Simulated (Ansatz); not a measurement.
GeSiC2 (model structure, started from the AlGaN2 type, P-4m2, No. 115, 4 atoms in the cell) was calculated with PBE in Ansatz (PAW).

Input:

Ansatz 0.2 input:
```yaml
crystal:
  lattice:
    - [3.1564729122, 0.0, 0.0]
    - [0.0, 3.1564729122, 0.0]
    - [0.0, 0.0, 4.4568320027]
  atoms:
    - { symbol: Ge, position: [0.5, 0.5, 0.5] }
    - { symbol: Si, position: [0.0, 0.0, 0.0] }
    - { symbol: C, position: [0.5, 0.0, 0.7644752632] }
    - { symbol: C, position: [0.0, 0.5, 0.2355247368] }
basis:
  ecutwfc: 520
  ecutrho_ratio: 4
  xc_grid: 2
kpoints:
  mp_grid: { grid: [10, 10, 8] }
hamiltonian:
  xc: pbe
  dispersion: none
  pseudopotentials: { kind: paw }
scf:
  occupations: { method: fermi_dirac, width: 0.01 }
output:
  forces: true
  stress: true
  eigenvalues: true
relax:
  f_tol: 0.004
  escape_saddle: false
  max_steps: 80
  cell: { stress_tol: 0.02, fix: [volume] }
```

The run printed, among other lines:

```
Relaxation: its limit of steps is 80 (relax.max_steps)
Crystal: 4 atoms, lattice volume = 44.405 Å³
Basis set: ecut = 520 eV, 1197 PW (Γ), exchange–correlation on 48×48×72 points (8 copies of the dense FFT grid, shifted against one another)
Bands: 17, of which v1, the nominal top of the filled ones, is band 13 counted from 1 (12 counted from 0)
Symmetry: 8 space group operations
Space group: P-4m2 (ITA 115), of the structure as read, at distance tolerance 3.5e-5 Å
k-points: 105 of 800 (time reversal used)
Functional: x = pbe(κ = 0.804, μ = 0.2195149727645171), c = pbe(β = 0.06672455060314922)
SCF iter   1: F=—  HF=-5432.167237 eV  |F-HF|=—  |Δ(HF+E_count)|=         —  Δρ=2.98e-3  dr2=4.03e-3
SCF iter   2: F=—  HF=-5432.166348 eV  |F-HF|=—  |Δ(HF+E_count)|=   8.89e-4  Δρ=1.55e-3  dr2=7.36e-4
  ...
SCF 1 converged in 6 iterations: F = -5432.166154 eV  dr2 = 1.67e-8
Crystal: 4 atoms, lattice volume = 44.405 Å³
Initial density: handed on by an earlier stage of this run
SCF 2 converged in 4 iterations: F = -5432.166156 eV  dr2 = 1.92e-10
Crystal: 4 atoms, lattice volume = 44.405 Å³
SCF iter   4: F=—  HF=-5432.166156 eV  |F-HF|=—  |Δ(HF+E_count)|=  1.36e-11  Δρ=2.77e-7  dr2=2.21e-11
SCF iter   5: F=-5432.166156 eV  HF=-5432.166156 eV  |F-HF|=1.82e-12  |Δ(HF+E_count)|=  3.64e-12  Δρ=7.48e-8  dr2=2.51e-12
SCF 3 converged in 5 iterations: F = -5432.166156 eV  dr2 = 2.51e-12
SCF converged after 5 iterations
Free energy (F): -5432.166156 eV
Internal energy: -5432.166156 eV  (E = F + TS)
E sigma→0 (E₀):  -5432.166156 eV
Fermi energy:    11.255003 eV
--- Forces (eV/Å), atoms counted from 1 ---
  atom   1  Ge     0.00000000    -0.00000000     0.00000000
  atom   2  Si     0.00000000    -0.00000000    -0.00000000
  atom   3  C     -0.00000000     0.00000000    -0.00120859
  atom   4  C     -0.00000000     0.00000000     0.00120859
--- Stress (GPa, compression-positive) ---
        4.050108       0.000000       0.000000
        0.000000       4.050108       0.000000
        0.000000       0.000000       4.067582
  P = ⅓ Tr σ = 4.0559 GPa (40.559 kbar)
```

The cell is one volume of an energy–volume scan, off the minimum.

Note: the relaxation could raise the start's symmetry but not lower it, so the cell can be a saddle point.

The result took very roughly 50 core-seconds.

A model structure was made by putting elements into a prototype or built by hand; it is no filed structure, need not be a known phase, and can be a saddle point held by its symmetry.

Ansatz is a quantum-chemistry and plane-wave program.
